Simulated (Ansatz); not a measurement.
The reference is HfN in the rock salt structure (space group Fm-3m, No. 225; a = 4.525 Å). Axes: x, y, z lie along the cube axes.

Calculations: Ansatz (an electronic-structure program), r2SCAN, PAW, cutoff 500 eV, no spin-orbit coupling.

Strains are applied to the cell and any free atomic positions relax; under biaxial strain the out-of-plane vector relaxes too.

One change was made to it. Results:

The volume per atom falls by 0.14 Å³ (11.59 Å³ → 11.45 Å³); the energy increases by 2.8 meV/atom; the pressure (mean of the normal stresses, compression positive) goes from zero to 3.5 GPa.

Problem. Which of these changes matches the shifts?
A. isotropic strain −3.93 %
B. biaxial strain −3.57 %, plane normal [001], relaxed out of plane
C. uniaxial strain ε_xx = +4.07 %
D. biaxial strain −0.75 %, plane normal [001], relaxed out of plane

Solution. D, biaxial strain −0.75 %, plane normal [001], relaxed out of plane. For comparison, the energy relative to the base in the other runs: biaxial strain −3.57 %, plane normal [001], relaxed out of plane gives +72 meV/atom; uniaxial strain ε_xx = +4.07 % gives +31 meV/atom; isotropic strain −3.93 % gives +161 meV/atom.

Without a gap, meshes like the base's 18×18×18 leave anisotropic stresses uncertain by several tenths of a GPa, and small strain energies with them. Stability against distortions was not tested. All final runs are without spin polarisation. An odd electron count without spin: HfN.
